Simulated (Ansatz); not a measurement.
A computed series for InP: response to strain

Consider InP in the zinc blende structure (space group F-43m, No. 216; a = 5.907 Å). Axes: x, y, z lie along the cube axes.

Strains are applied to the cell and any free atomic positions relax; under biaxial strain the out-of-plane vector relaxes too.

The values are results of r2SCAN, PAW, 500 eV (Ansatz, an electronic-structure program; no SOC), not measurements.

```csv
"biaxial strain, plane normal [111], relaxed out of plane (%)",band gap (eV)
0,1.03
0.42,0.96
0.83,0.90
1.25,0.84
1.67,?
2.08,0.72
2.5,0.66
```

Q: Fit E_g = E₀ + Dε (ε in %) to the rows shown and predict the withheld row.

A: Least squares on the printed values gives E₀ = 1.02 eV, D = -147 meV per % of strain (largest residual 0.01 eV); this predicts 0.78 eV, and the run gives 0.78 eV, in agreement.

Stability against distortions was not tested.
